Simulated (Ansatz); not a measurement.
The parent structure is PtTe$_{2}$ (space group P-3m1, No. 164; layered; relaxed with 0.1 eV smearing).

```
CELL_PARAMETERS angstrom
      4.05264     0.00000     0.00000
     -2.02632     3.50969     0.00000
      0.00000     0.00000     5.09694
ATOMIC_POSITIONS crystal
  Te 0.33333 0.66667 0.26692
  Te 0.66667 0.33333 0.73308
  Pt 0.00000 0.00000 0.00000
```

Computed with Ansatz (a program for electronic structure) PBE-D3(BJ), no spin-orbit coupling.

Strains are applied to the cell and any free atomic positions relax.

One change was made to it. Results:

The pressure (mean of the normal stresses, compression positive) goes from zero to 7.3 GPa; the energy goes up by 37 meV/atom; the largest internal atomic displacement amounts to 0.052 Å.

Name the change that was made.
(A) isotropic strain +3.00 %
(B) isotropic strain +1.50 %
(C) isotropic strain −2.50 %
(D) isotropic strain +2.00 %
(E) isotropic strain −1.00 %

C, isotropic strain −2.50 %. For comparison, the energy relative to the base in the other runs: isotropic strain +1.50 % gives +11 meV/atom; isotropic strain +3.00 % gives +41 meV/atom; isotropic strain +2.00 % gives +19 meV/atom; isotropic strain −1.00 % gives +5.5 meV/atom.

No phonon test of stability was made. The final runs are not spin-polarised.
